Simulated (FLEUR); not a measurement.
A self-consistent single point of CdO (Fm-3m, 2 atoms in the cell) with FLEUR.

Method of the run: PBE, all-electron FLAPW (FLEUR), scalar-relativistic valence in FLEUR.

The change in words: lattice scaled by 0.98. Reference geometry:
```
CELL_PARAMETERS angstrom
      0.00000     2.34801     2.34801
      2.34801     0.00000     2.34801
      2.34801     2.34801     0.00000
ATOMIC_POSITIONS crystal
  Cd 0.00000 0.00000 0.00000
  O  0.50000 0.50000 0.50000
```

Reference input (self-consistent single point, DFT, PBE, all-electron FLAPW (FLEUR), scalar-relativistic valence): Kmax = 4 1/bohr; GmaxXC = 16 1/bohr; xcFunctional = pbe; jspins = 1; l_soc = F; mode = gauss; fermiSmearingEnergy = 0.00367493 Htr; mesh (inpgen div1-3) = 10 10 10; inpgen gamma flag = true; Gmax = 16 1/bohr; numbands = 0; maxIterBroyd = 25. This run's input differs from it in these lines:

```diff
@@ -3,5 +3,5 @@
 &input film=f /
-0.0000000000 4.4370958379 4.4370958379
-4.4370958379 0.0000000000 4.4370958379
-4.4370958379 4.4370958379 -0.0000000000
+-0.0000000000 4.3483542991 4.3483542991
+4.3483542991 -0.0000000000 4.3483542991
+4.3483542991 4.3483542991 0.0000000000
 1.0
@@ -43,5 +43,5 @@
          <bravaisMatrix>
-            <row-1>    0.0000000000000000     4.4370958379000003     4.4370958379000003</row-1>
-            <row-2>    4.4370958379000003     0.0000000000000000     4.4370958379000003</row-2>
-            <row-3>    4.4370958379000003     4.4370958379000003     0.0000000000000000</row-3>
+            <row-1>    0.0000000000000000     4.3483542991000004     4.3483542991000004</row-1>
+            <row-2>    4.3483542991000004     0.0000000000000000     4.3483542991000004</row-2>
+            <row-3>    4.3483542991000004     4.3483542991000004     0.0000000000000000</row-3>
          </bravaisMatrix>
```

Output (repeated stretches shortened):

```
 Iteration:     1   Distance:      22.95159911 me/bohr^3
 Iteration:     2   Distance:      19.32597782 me/bohr^3
 Iteration:     3   Distance:       7.97210323 me/bohr^3
 Iteration:     4   Distance:       6.10032468 me/bohr^3
 Iteration:     5   Distance:       1.65343755 me/bohr^3
   [... 6 lines left out ...]
 Iteration:    12   Distance:       0.00066496 me/bohr^3
 Iteration:    13   Distance:       0.00028846 me/bohr^3
 Iteration:    14   Distance:       0.00004849 me/bohr^3
 Iteration:    15   Distance:       0.00000238 me/bohr^3
 Run finished successfully
 Stop message:
   Structural relaxation: Done

[file out, last iteration]
             iter=     16
[...]
          total density-effective poten   -9.3318137915E+03
          total charge density-energy d   -1.6337052681E+02
 Updated energy parameters for spin:           1
[...]
 fermi energy and band-weighting factors:
    0.975360    0.983797    0.983797

[...]
FERMIE:
          first approx. to ef    (T=0)  :   0.278079 htr   (energy of the highest occ. eigenvalue)
          number of occ. states  (T=0)  :        565
          first approx. to seigv (T=0)  : -11.207116 htr
          sum of weights of occ. states :  12.001000
          sum of semicore charge        :   0.000000 e
          fermi energy=   0.28188 har   work function=  -7.67028 ev
          number of valence electrons=  24.00000
   [... lines left out ...]
          total moment                 =     0.00000
 Direct bandgap for spin            1 :    7.8859569574757121E-002  Htr
 ---->    free energy=                     -5671.2614400401 htr
   [... lines left out ...]
      extrapolation for T->0
 ---->    total electron energy=           -5671.2614400401 htr
 ***** TOTAL FORCES ON ATOMS *****
 TOTAL FORCE FOR ATOM TYPE=  1  X=  0.000   Y=  0.000   Z=  0.000
                       FX_TOT= 0.000000 FY_TOT= 0.000000 FZ_TOT= 0.000000
 TOTAL FORCE FOR ATOM TYPE=  2  X=  4.348   Y=  4.348   Z=  4.348
                       FX_TOT= 0.000000 FY_TOT= 0.000000 FZ_TOT= 0.000000
 Structural relaxation: Done
```

The run converged in 15 iterations. FLEUR gives forces in its relaxation mode, with a further iteration, so its stop message speaks of a relaxation. 

The starting cell comes from a database of computed structures (which also holds hypothetical and non-ambient phases and stackings), without a prior relaxation at this level. Its lattice was rescaled by a random factor within 2.5 % of one. For this run, on top of that: lattice scaled by 0.98. Values depend on the basis (sphere radii, cutoffs, local orbitals), which need not be converged. No gap is read from this output. The log's line on a gap gives a spacing of levels on this mesh, which the program prints for metals too.

These are the values that this program gave, and no reference: the default basis lacks the next d shell.

Cost on one core of a shared machine: roughly 50 s.
